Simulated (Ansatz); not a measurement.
Results of PBE0 (Ansatz, a program for electronic structure, plane waves, PAW) for cubic perovskite KNiF3.

Settings: plane-wave cutoff 460 eV, 6×6×6 k mesh, Fermi–Dirac smearing 0.01 eV, spin-polarised start, scalar-relativistic PAW data made under PBE.

Cell (relaxed with PBEsol):

KNiF$_{3}$ has the cubic space group Pm-3m (No. 221), the cubic perovskite structure, Pearson symbol cP5. Lattice parameters: a = b = c = 4.0016 Å, α = β = γ = 90.00°. K on 1a is surrounded by 12 F at 2.830 Å (cuboctahedral). Ni on 1b is surrounded by 6 F at 2.001 Å (octahedral). F on 3c is coordinated by 2 Ni at 2.001 Å and 4 K at 2.830 Å (octahedral). (Neighbours: up to the widest gap in distance over summed covalent radii, below 1.35, at either atom; cation-cation and far metal-metal contacts left out.)

Problem. Estimate the band gap, smallest direct gap on the k points sampled and Γ–Γ gap that the calculation returns.

Solution. 
band gap: 6.03 eV (on the SCF k mesh) (indirect)
smallest direct gap on the k points sampled: 6.30 eV
Γ–Γ gap: 7.37 eV

Note: the magnetic order was assumed, not searched for or taken from measurement; cell and atoms aren't relaxed at this level (pressure 2.3 GPa).

Computed values are for the static lattice.
